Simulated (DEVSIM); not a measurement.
System: abrupt Si p-n junction, at 300 K.

```
layer (left to right)  material  thickness (μm)  Nd (cm⁻³)  Na (cm⁻³)  τn (s)  τp (s)
---------------------  --------  --------------  ---------  ---------  ------  ------
1                            Si           0.290          -     2.6e15  1.5e-7  1.5e-7
2                            Si            1.20     1.4e14          -  1.5e-7  1.5e-7
```

Left contact: ohmic. Right contact: ohmic. Voltage is applied to the left contact. Recombination: SRH at mid-gap, Auger. Mobility is μmin + (μ − μmin)/(1 + (N/Nref)^α).

The device is made up for the run: typed textbook-type constants, with dimensions and the other settings drawn at random. Values at 300 K.

```tsv
parameter	Si
gap (eV)	1.124
affinity (eV)	4.05
permittivity	11.7
Nc (cm⁻³)	2.86e19
Nv (cm⁻³)	3.1e19
μn (cm²/Vs)	1417
μp (cm²/Vs)	470
μn,min	52
μp,min	45
Nref,n	9.7e16
Nref,p	2.2e17
αn	0.68
αp	0.72
Cn (cm⁶/s)	2.8e-31
Cp (cm⁶/s)	9.9e-32
```

DEVSIM, 1D drift-diffusion, Boltzmann statistics, complete ionisation; no tunnelling, impact ionisation, image-force lowering or self-heating.

**Question.** Tabulate band edges, carrier densities and field at zero bias.

**Answer.** Energies count from the Fermi level of the right contact; mesh points crowd at the junctions.

| x (μm) | Ec (eV) | Ev (eV) | n (cm⁻³) | p (cm⁻³) | field (V/cm) |
|---|---|---|---|---|---|
| 0.000 | 0.881 | -0.243 | 45000 | 2.6e15 | -590 |
| 0.01456 | 0.880 | -0.244 | 46000 | 2.5e15 | -600 |
| 0.03643 | 0.879 | -0.245 | 49000 | 2.4e15 | -650 |
| 0.06600 | 0.877 | -0.247 | 53000 | 2.2e15 | -790 |
| 0.1344 | 0.869 | -0.255 | 71000 | 1.6e15 | -1500 |
| 0.1950 | 0.857 | -0.267 | 110000 | 1.0e15 | -2700 |
| 0.2365 | 0.844 | -0.280 | 190000 | 6.1e14 | -3800 |
| 0.2710 | 0.829 | -0.295 | 340000 | 3.4e14 | -5000 |
| 0.2859 | 0.821 | -0.303 | 470000 | 2.5e14 | -5500 |
| 0.2992 | 0.813 | -0.311 | 620000 | 1.9e14 | -5600 |
| 0.3198 | 0.802 | -0.322 | 960000 | 1.2e14 | -5500 |
| 0.3675 | 0.776 | -0.348 | 2600000 | 4.4e13 | -5300 |
| 0.4290 | 0.744 | -0.380 | 9100000 | 1.3e13 | -5200 |
| 0.5273 | 0.694 | -0.430 | 6.3e7 | 1.9e12 | -5000 |
| 0.7370 | 0.595 | -0.529 | 2.9e9 | 4.0e10 | -4500 |
| 0.9806 | 0.492 | -0.632 | 1.6e11 | 7.4e8 | -4000 |
| 1.181 | 0.416 | -0.708 | 2.9e12 | 4.0e7 | -3500 |
| 1.306 | 0.374 | -0.750 | 1.5e13 | 7700000 | -3300 |
| 1.403 | 0.343 | -0.781 | 5.0e13 | 2300000 | -3100 |
| 1.442 | 0.331 | -0.793 | 8.0e13 | 1500000 | -3100 |
| 1.470 | 0.322 | -0.802 | 1.1e14 | 1100000 | -3100 |
| 1.490 | 0.316 | -0.808 | 1.4e14 | 830000 | -3000 |
